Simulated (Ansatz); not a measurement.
Base system: WSe₂ in the 2H-MoS2 type structure (space group P6_3/mmc, No. 194; a = 3.230 Å, c = 12.411 Å; layered, stacked along the Cartesian z axis).

Levels (all Ansatz, a program for electronic structure, PAW, earlier PAW set): PBEsol-D3(BJ) (420 eV, scalar-relativistic without spin-orbit coupling); PBEsol+SOC (420 eV, with spin-orbit coupling).

The geometry is relaxed with PBEsol-D3(BJ).

| Property | Result |
|---|---|
| PBEsol-D3(BJ) smallest direct gap | 1.65 eV |
| PBEsol-D3(BJ) band gap | 0.67 eV |
| PBEsol-D3(BJ) valence-band top at Γ | 0.00, -0.78, -1.48 eV |

Q: Predict the smallest direct gap, band gap and valence-band top at Γ from PBEsol+SOC.

A: The smallest direct gap drops by 0.30 eV (1.65 eV → 1.35 eV); the band gap shrinks by 0.07 eV, from 0.67 eV to 0.60 eV; the valence-band top at Γ (three highest Kramers pairs, from the VBM) changes from 0.00, -0.78, -1.48 eV to 0.00, -0.87, -1.36 eV.

Single points use the geometry relaxed with PBEsol-D3(BJ). Differences between runs with and without spin-orbit coupling are approximate. With W present, leaving out spin-orbit coupling can change the band edges. No phonon test of stability was made.
